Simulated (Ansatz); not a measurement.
# MgO under a change: uniaxial strain ε_zz = −2.50 %

Base system: MgO in the rock salt structure (space group Fm-3m, No. 225; a = 4.2044 Å). Axes: x, y, z lie along the cube axes.

It is then changed as follows: the cell is compressed by 2.50 % along z with no lateral relaxation, atoms relaxed at fixed cell.

Method: Ansatz (a first-principles code), r2SCAN, PAW, cutoff 500 eV, scalar-relativistic without spin-orbit coupling. k-mesh 13×13×13 (Γ-centred); smearing 0.05 eV (Fermi–Dirac).

The volume per atom decreases by 0.23 Å³, from 9.29 Å³ to 9.06 Å³ and the shortest interatomic distance falls by 0.0993 bohr to 3.873 bohr. The energy goes up by 6.3 meV/atom and the band gap goes up by 0.24 eV to 5.92 eV. The gap character is still direct at Γ and the electron mass changes from 0.36 mₑ (at Γ) to 0.39 mₑ along z, 0.36 mₑ across (at Γ). The valence-band top at Γ (three highest levels, from the VBM) goes from 0.00, 0.00, 0.00 eV to 0.00, 0.00, -0.06 eV and the stress (xx, yy, zz, yz, xz, xy; compression positive) comes out as (2.49, 2.49, 9.08, 0.00, 0.00, 0.00) GPa.

Cost of the whole job for the changed cell (relaxation, final SCF and bands): around 21 core-seconds (rough).

Masses are band curvatures over ±0.01 Å⁻¹ around the edge. Whether these cells are dynamically stable was not tested. k-point labels follow each cell's own Brillouin zone.
